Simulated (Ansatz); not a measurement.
Method: PBE (plane waves to 420 eV, PAW; Ansatz, an electronic-structure program).

Plane-averaged electrostatic potential energy along the normal, in eV from the Fermi level, for a constructed model of the (111) surface of fcc Ir, a pseudomorphic layer of Mo in the host's stacking (bottom of the slab: a bare face, its two planes held):

| z (Å) | V (eV) |
|---|---|
| 3.61 | 5.53 |
| 3.89 | 5.53 |
| 4.17 | 5.53 |
| 4.44 | 5.53 |
| 4.72 | 5.52 |
| 5.00 | 5.52 |
| 5.28 | 5.50 |
| 5.56 | 5.45 |
| 5.83 | 5.37 |
| 6.11 | 5.18 |
| 6.39 | 4.77 |
| 6.67 | 3.90 |
| 6.94 | 2.02 |
| 7.22 | -2.43 |
| 7.50 | -11.06 |
| 7.78 | -19.61 |
| 8.06 | -23.80 |
| 8.33 | -21.60 |
| 8.61 | -14.21 |
| 8.89 | -5.54 |
| 9.17 | -1.45 |
| 9.44 | -3.68 |
| 9.72 | -11.60 |
| 10.00 | -20.01 |
| 10.28 | -24.28 |
| 10.56 | -22.32 |
| 10.83 | -15.13 |
| 11.11 | -6.39 |
| 11.39 | -1.97 |
| 11.67 | -4.00 |
| 11.94 | -11.81 |
| 12.22 | -20.13 |
| 12.50 | -24.31 |
| 12.78 | -22.22 |
| 13.06 | -14.96 |
| 13.33 | -6.21 |
| 13.61 | -1.79 |
| 13.89 | -3.62 |
| 14.17 | -11.28 |
| 14.44 | -19.74 |
| 14.72 | -24.21 |
| 15.00 | -22.46 |
| 15.28 | -15.39 |
| 15.56 | -6.60 |
| 15.83 | -1.89 |
| 16.11 | -3.54 |
| 16.39 | -11.09 |
| 16.67 | -19.55 |
| 16.94 | -24.06 |
| 17.22 | -22.31 |
| 17.50 | -15.20 |
| 17.78 | -6.29 |
| 18.06 | -1.18 |
| 18.33 | -1.57 |
| 18.61 | -7.55 |
| 18.89 | -16.53 |
| 19.17 | -23.03 |
| 19.44 | -23.86 |
| 19.72 | -18.60 |
| 20.00 | -9.98 |
| 20.28 | -3.44 |
| 20.56 | -3.65 |
| 20.83 | -10.22 |
| 21.11 | -19.17 |
| 21.39 | -24.82 |
| 21.67 | -24.11 |
| 21.94 | -17.35 |
| 22.22 | -8.15 |
| 22.50 | -1.44 |
| 22.78 | 1.70 |
| 23.06 | 3.31 |
| 23.33 | 4.17 |
| 23.61 | 4.62 |
| 23.89 | 4.86 |
| 24.17 | 4.99 |
| 24.44 | 5.05 |
| 24.72 | 5.08 |
| 25.00 | 5.10 |
| 25.28 | 5.11 |
| 25.56 | 5.11 |
| 25.83 | 5.12 |

Slab: 7 atoms, 13.8 Å thick at the start with caps and adatoms (thin: gaps and levels are the slab's own); k 16x16x1, smearing 0.1 eV, dipole-corrected; 2 atoms held, the rest relaxed; symmetry of the start imposed; no spin, no spin-orbit, no U. In PBE it lies 0.08 eV a 1x1 cell over the lowest computed structure of the same composition (a pseudomorphic layer of Mo in the other hollow).

Task: The surface cell has an area of 6.49 Å². What dipole along the normal does the step between the two vacuum levels imply?

Result: the top vacuum level lies 0.41 eV below the bottom one; p = −ε₀ A ΔV (ε₀ = 0.005526 e/(V·Å)) gives 0.01 e·Å a cell.
